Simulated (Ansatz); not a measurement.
Input:

Host crystal: wurtzite AlN, with a band gap (PBE, scalar-relativistic without spin-orbit coupling).

End structure of CO on the 1x1 (10-10) surface of wurtzite AlN (cut with top plane Al + N), one in a 2x1 cell, started at the site 'hollow Al-Al-N-N':

```yaml
crystal:
  lattice:
    - [6.26051, 0.00000, 0.00000]
    - [0.00000, 5.01816, 0.00000]
    - [0.00000, 0.00000, 28.50000]
  atoms:
    - { symbol: Al, position: [0.25000, 0.02241, 0.35083] }
    - { symbol: Al, position: [0.75000, 0.02241, 0.35083] }
    - { symbol: N, position: [0.25000, 0.37314, 0.34316] }
    - { symbol: N, position: [0.75000, 0.37314, 0.34316] }
    - { symbol: Al, position: [0.00000, 0.48987, 0.37024] }
    - { symbol: Al, position: [0.50000, 0.48987, 0.37024] }
    - { symbol: N, position: [0.00000, 0.87145, 0.37292] }
    - { symbol: N, position: [0.50000, 0.87145, 0.37292] }
    - { symbol: Al, position: [0.00000, 0.99850, 0.43815] }
    - { symbol: Al, position: [0.50000, 0.99850, 0.43815] }
    - { symbol: N, position: [0.00000, 0.37756, 0.43675] }
    - { symbol: N, position: [0.50000, 0.37756, 0.43675] }
    - { symbol: Al, position: [0.25000, 0.49439, 0.46754] }
    - { symbol: Al, position: [0.75000, 0.49439, 0.46754] }
    - { symbol: N, position: [0.25000, 0.87668, 0.46832] }
    - { symbol: N, position: [0.75000, 0.87668, 0.46832] }
    - { symbol: Al, position: [0.24996, 0.99513, 0.53219] }
    - { symbol: Al, position: [0.75004, 0.99496, 0.53241] }
    - { symbol: N, position: [0.24995, 0.37646, 0.53141] }
    - { symbol: N, position: [0.75003, 0.37754, 0.53184] }
    - { symbol: Al, position: [0.00167, 0.49762, 0.56221] }
    - { symbol: Al, position: [0.49810, 0.49760, 0.56221] }
    - { symbol: N, position: [0.00091, 0.87740, 0.56326] }
    - { symbol: N, position: [0.49890, 0.87736, 0.56326] }
    - { symbol: Al, position: [0.99909, 0.98984, 0.62883] }
    - { symbol: Al, position: [0.50070, 0.98988, 0.62882] }
    - { symbol: N, position: [0.00167, 0.37336, 0.62683] }
    - { symbol: N, position: [0.49809, 0.37325, 0.62684] }
    - { symbol: Al, position: [0.24990, 0.50465, 0.65623] }
    - { symbol: Al, position: [0.74998, 0.52143, 0.64809] }
    - { symbol: N, position: [0.24993, 0.87467, 0.65850] }
    - { symbol: N, position: [0.74993, 0.87279, 0.65646] }
    - { symbol: C, position: [0.25076, 0.20948, 0.71117] }
    - { symbol: O, position: [0.25180, 0.13277, 0.74923] }
```

Slab: 34 atoms, 8.9 Å thick at the start under the adsorbate (thin: gaps and levels are the slab's own); k 3x4x1, smearing 0.01 eV, dipole-corrected; single point; no symmetry held, on the structure that PBE left; no spin, no spin-orbit, no U, no dispersion correction. At the end it is bonded to Al. In PBE it is, or lies within 0.03 eV of, the lowest of the starts that converged; the order may differ at this level.

A negative adsorption energy means that the adsorbate is more stable on the surface than in its reference.

### Question
Estimate the change of the step from the bottom to the top vacuum level, against the clean slab that r2SCAN, at the PBE geometry run with Ansatz (a quantum-chemistry and plane-wave program) returns for this input.

### Answer
0.20 eV

### Question
What is the computed adsorption energy against CO(g) at the same level (r2SCAN, at the PBE geometry)?

### Answer
-0.77 eV
